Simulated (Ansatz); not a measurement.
A thermal frame of NaCl(110) slab, cut from rock-salt NaCl, cell Na24Cl24, with vacuum along z, from MD with PBE at 540 K. Computed with PBE (plane waves, PAW; Ansatz, a program for electronic structure).

```json
{
 "plane_wave_cutoff": "420 eV",
 "k-points": "2x2x1 mesh shifted by half a step in the plane",
 "Fermi-Dirac width": "0.050 eV",
 "spin": "not polarised; no spin-orbit coupling"
}
```

A check of the k-sampling: on the last frame of the same run a denser mesh moved the PBE forces by 0.000 eV/Å rms and the free energy by 0 meV/atom.

```xyz
48
Lattice="8.2532 0.0000 0.0000 0.0000 11.6718 0.0000 0.0000 0.0000 22.3165" Properties=species:S:1:pos:R:3 pbc="T T T"
Na    -0.5955     5.8327     5.8393
Na     5.7982     2.7589     7.6479
Na     1.6359     2.9598     7.7167
Na     3.7053     5.7062     5.3975
Na     3.6198     5.5412     9.3783
Na     1.8451     2.7794    11.7537
Na     5.6300     2.9602    11.2824
Na    -0.7248     6.1493     9.4878
Na    -0.3906     5.5545    13.5699
Na     5.2953     3.2227    15.6166
Na     1.5650     2.7917    15.2793
Na     3.4354     6.1168    13.2979
Cl     1.6126     5.5474     7.7999
Cl     3.6438     3.1787     5.7555
Cl    -0.6639     2.8615     5.8066
Cl     5.5435     6.1382     7.4949
Cl     5.4168     5.8403    11.4693
Cl    -0.4682     2.6086     9.5327
Cl     3.6460     2.7677     9.5332
Cl     1.2833     5.8866    11.4010
Cl     1.4499     5.9324    15.2161
Cl     3.4855     3.4765    13.4892
Cl    -0.7648     3.0713    13.6341
Cl     5.4918     5.5429    16.1184
Na    -0.7479    11.7549     5.2882
Na     5.9228     8.8609     7.1862
Na     1.6728     8.6224     7.1765
Na     3.3465    10.9810     5.3416
Na     3.9968    11.3698     9.6754
Na     1.2748     8.8722    11.4591
Na     5.5897     8.6328    11.5776
Na    -0.5913    11.3336     9.8635
Na    -0.2671    12.0305    13.8871
Na     5.5106     8.3683    15.3346
Na     1.3069     8.3927    15.4914
Na     3.5564    11.4255    13.8773
Cl     1.2396    11.2325     7.0984
Cl     3.7717     8.3304     5.4914
Cl    -0.0838     8.2691     5.2634
Cl     5.5502    11.3652     6.9836
Cl     5.3094    11.9830    11.7774
Cl    -0.8400     8.8388     9.5360
Cl     3.2417     8.8898     9.4490
Cl     1.2615    11.6588    11.8463
Cl     1.8864    11.9613    15.8656
Cl     3.5111     8.7870    13.5244
Cl    -0.6702     8.5014    13.3265
Cl     5.7487    10.8976    15.7086
```

Give the forces on atoms 1, 2, 4, 9, 10, 24, 34, 35, 36, 41 (eV/Å).


```tsv
atom	Fx Fy Fz
Na1	0.149 -0.518 0.113
Na2	-0.326 0.002 -0.242
Na4	-0.103 0.023 0.307
Na9	-0.425 0.619 -0.364
Na10	0.084 -0.691 -0.430
Cl24	0.123 1.137 -0.056
Na34	0.141 -0.242 0.021
Na35	-0.036 0.510 -0.269
Na36	0.297 0.052 0.034
Cl41	0.397 -0.340 0.097
```
